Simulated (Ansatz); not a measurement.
Take TiN in the rock salt structure (space group Fm-3m, No. 225; a = 4.2044 Å; relaxed with 0.1 eV smearing) as the base. Axes: x, y, z lie along the cube axes.

All numbers come from DFT with PBEsol, PAW potentials and a 420 eV plane-wave cutoff in Ansatz (a program for electronic structure), no spin-orbit coupling, earlier PAW set.

Base values:

```
Item                             Result
-----------------------------  --------
Shortest interatomic distance  210.2 pm
Pressure                        0.0 GPa
```

The change: the symmetric strain tensor [0.0082 -0.0048 -0.0029; -0.0048 -0.0032 -0.0067; -0.0029 -0.0067 -0.0075], atoms relaxed at fixed cell.

What does the calculation give for the shortest interatomic distance after the change?

The shortest interatomic distance drops by 1.57 pm (210.2 pm → 208.7 pm).

What does the calculation give for the pressure after the change?

The pressure (mean of the normal stresses, compression positive) goes from zero to 0.9 GPa.

Whether these cells are dynamically stable was not tested. The final runs are not spin-polarised. An odd electron count without spin: TiN.
